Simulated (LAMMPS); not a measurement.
LAMMPS 22 Jul 2025, classical MD, Stillinger-Weber (Si.sw): Si, 32768 atoms.

```text
units metal
atom_style atomic
read_data unit.data
replicate 16 16 16
pair_style sw
pair_coeff * * Si.sw Si
change_box all z delta 0.0 $(2*lz) units box
velocity all create 1600 4928 dist gaussian loop geom
fix 1 all nve
fix 2 all langevin 800 800 0.04 9876 zero yes
timestep 0.001
thermo 100
run 300
reset_timestep 0
write_restart start.rst
```

```text
read_restart start.rst
pair_style sw
pair_coeff * * Si.sw Si
neighbor 2.0 bin
neigh_modify every 1 delay 0 check yes
fix 1 all nve
timestep 0.001
thermo_style custom step temp pe etotal press
thermo_modify format float %.10g
thermo 100
group probe id 1:48
dump probe probe custom 1000000 forces.txt id fx fy fz
dump_modify probe sort id format float %.8g
run 2000
```

box: 86.9 × 86.9 × 260.7 Å, the slab in its lowest third along z, the rest vacuum.

start: generated diamond lattice, warmed in an untimed run.

Compared values: energy and forces of the first step, drift over the run.

It runs on a single node (Arm Neoverse V2, 96 cores on 1 socket, no SMT, 1 L3 cache group; 94 cores' worth of CPU time may be used).

Times are wall-clock medians of two to five runs, from launch to exit, with nothing else on the machine. Unless noted, each process is bound to its own block of adjacent cores. The build: PyPI wheel: MPICH, OPENMP and OPT packages; another build can shift the numbers. Scratch files lie in a memory file system. A preparatory run goes ahead and isn't timed.

Started as
```bash
# ahead of the timed run: OMP_NUM_THREADS=1 mpirun -np 48 lmp -in in.warm -log none -nocite
OMP_NUM_THREADS=1 mpirun -np 64 lmp -in in.lmp -log log.lammps -nocite
```
(64 ranks, processors = * * * (default)) it takes 4.1 s and 29 neighbour list builds.

Task: How long does it take after this change: processors = 8 8 1?

Result: About 1.6 s (3 runs within 3 %): 2.5× as fast. The largest move is in other (Other): 1.9 s to 0.038 s. The slowest rank's pair time is 3.08 times the mean in the first run and 1.02 times in the second; the others wait. As resolved by the program: grid of ranks 2 by 4 by 8 against 8 by 8 by 1. Change in the result: energy equal as printed, forces on 48 atoms equal as printed, drift of the total energy equal as printed.
